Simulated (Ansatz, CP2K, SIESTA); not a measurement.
## Code comparison for BaCdSbF (P4/nmm, 8 atoms in the cell)

Band-structure calculation.

```
BaCdSbF
1.0
    4.63263     0.00000     0.00000
    0.00000     4.63263     0.00000
    0.00000     0.00000     9.80636
Ba Cd Sb F
2 2 2 2
Direct
  0.00000   0.50000   0.64049
  0.50000   0.00000   0.35951
  0.50000   0.50000   0.00000
  0.00000   0.00000   0.00000
  0.00000   0.50000   0.18461
  0.50000   0.00000   0.81539
  0.50000   0.50000   0.50000
  0.00000   0.00000   0.50000
```

Shared settings, as Ansatz (an electronic-structure program) writes them: kpoints.mp_grid.grid = 3 3 2; scf.occupations.method = fermi_dirac; scf.occupations.width = 0.01 eV. Potentials and cutoffs stand in the table.

```tsv
code	model	gap along the path (eV)	smallest direct gap (eV)	cutoff
Ansatz	PBEsol, PAW files made with PBE	0.16	0.16	default
CP2K	PBEsol, GPW, DZVP-MOLOPT-SR-GTH basis, GTH-PBE potentials (GTH_POTENTIALS)	0.11	0.11	grid 550 Ry
SIESTA	GGA PBEsol, numerical atomic orbitals DZP, PseudoDojo PBEsol standard norm-conserving potentials (rewritten from UPF to PSML)	0.35	0.35	grid 300 Ry
```

On Ansatz's run: spin-orbit coupling is off.

The spread over the programs that give each value: gap along the path within 0.24 eV; smallest direct gap within 0.24 eV.

CP2K and SIESTA use small atom-centred bases, whose incompleteness enters pressures, forces and empty levels differently from a plane-wave cutoff.

The starting cell comes from a database of computed structures (which also holds hypothetical and non-ambient phases and stackings), without a prior relaxation at this level.

Left out of this page: Quantum ESPRESSO (not drawn, or without a comparable value).

Keys are those of Ansatz 0.2.
